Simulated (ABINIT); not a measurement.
Band structure of InAs (F-43m, 2 atoms in the cell).

```xyz
2
Lattice="0.0000 3.0300 3.0300 3.0300 0.0000 3.0300 3.0300 3.0300 0.0000" Properties=species:S:1:pos:R:3 pbc="T T T"
In     0.0000     0.0000     0.0000
As     1.5150     1.5150     1.5150
```

Method of the run: PBE, norm-conserving pseudopotentials (PseudoDojo nc-sr-05 PBE standard) (plane waves; ABINIT 10.0.3).

Settings: pseudos = [In.upf, As.upf]; ecut = 42 Ha; ixc = 11; occopt = 3; tsmear = 0.00183747 Ha; ngkpt = 9 9 9; nshiftk = 1; shiftk = 0 0 0; potentials = PseudoDojo nc-sr-05 PBE standard; kptopt = 1; nstep = 60; tolvrs1 = 1e-11; ndtset = 2.

The starting cell has typed, rounded lattice constants, without a prior relaxation at this level. The run gives no clean gap (levels at the Fermi energy touch, overlap or are partly filled at this smearing), which alone does not show that the compound is a metal.

Levels in eV from the Fermi level, bands 11 to 18:
```csv
point,11,12,13,14,15,16,17,18
Γ,-11.88,-0.29,-0.06,-0.06,-0.06,3.86,3.86,3.86
X,-9.91,-5.87,-2.36,-2.36,1.51,2.00,9.10,9.17
W,-9.86,-5.72,-2.98,-2.90,4.13,4.24,4.93,6.03
K,-9.93,-5.73,-3.30,-1.99,2.06,4.21,7.24,7.35
L,-10.44,-5.79,-1.04,-1.04,0.88,4.62,4.62,6.81
U,-9.93,-5.73,-3.30,-1.99,2.06,4.21,7.24,7.35
```

Bands cross the Fermi level along this path, so the cell is metallic at this level.
